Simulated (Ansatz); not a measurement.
Functionals compared on a constructed model of the (110) surface of bcc V, a pseudomorphic layer of Ti in the host's stacking (bottom of the slab: a bare face, its two planes held), in Ansatz (plane waves, PAW). The structure was relaxed with PBE; the other rows are single points on it. Cutoff 420 eV (500 eV for r2SCAN).

Set-up: 7 atoms, 13.5 Å thick at the start; mesh 15x15x1; 0.1 eV smearing; dipole correction on; 2 atoms held, the rest relaxed; start symmetry kept, larger cells not searched; no spin, no spin-orbit, no U. It is one candidate, not shown to be the stable structure of the face. These notes are the PBE run's.

```json
[
 {"functional": "PBE", "work function of the top face (eV)": "4.65", "rough cost of the single point": "–"},
 {"functional": "RPBE", "work function of the top face (eV)": "(withheld)", "rough cost of the single point": "around 70 core-seconds (rough)"},
 {"functional": "r2SCAN", "work function of the top face (eV)": "4.80", "rough cost of the single point": "about 120 core-seconds (a rough figure)"}
]
```

Question: Fill in the missing entries.

Answer: 
- RPBE, work function of the top face (eV): 4.54

Ansatz is a program for electronic structure.
